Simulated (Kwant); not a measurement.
Model system: wire with an abrupt hard-wall neck in a GaN two-dimensional gas. Effective mass 0.22 mₑ, grid spacing 2 nm, hard walls, nominal width 60 nm (29 grid rows, so walls 60 nm apart), one parabolic valley, scattering region 180 nm long along x; energies count from the band bottom; Fermi energy swept from 0.00023739 to 0.01586 eV. Central neck 41 nm wide and 21 nm long.

Constants are typed, rounded textbook-type inputs, not results; the design itself was drawn at random and stands for no fabricated device.

Kwant, effective-mass tight-binding model on a square grid, one spin, coherent transport at 0 K. Conductance is in e²/h.

Sweep values stay those of the base run.

Base results: mean G (e²/h) over the sweep 2.28; G (e²/h) at E = 15.86 meV 3.83; G (e²/h) at E = 7.936 meV 2.20; G (e²/h) at E = 4.086 meV 1.68.

Question: What follows from this one change: effective mass 0.22 → 0.18 mₑ?

Answer: mean G over the sweep 2.28 → 2.01 e²/h; G at E = 15.86 meV 3.83 → 3.02 e²/h; G at E = 7.936 meV 2.20 → 1.98 e²/h; G at E = 4.086 meV 1.68 → 1.23 e²/h.

Question: What follows from this one change: neck length 21 → 10 nm?

Answer: mean G over the sweep little changed (2.33 e²/h); G at E = 15.86 meV little changed (3.91 e²/h); G at E = 7.936 meV 2.20 → 2.37 e²/h; G at E = 4.086 meV little changed (1.72 e²/h).
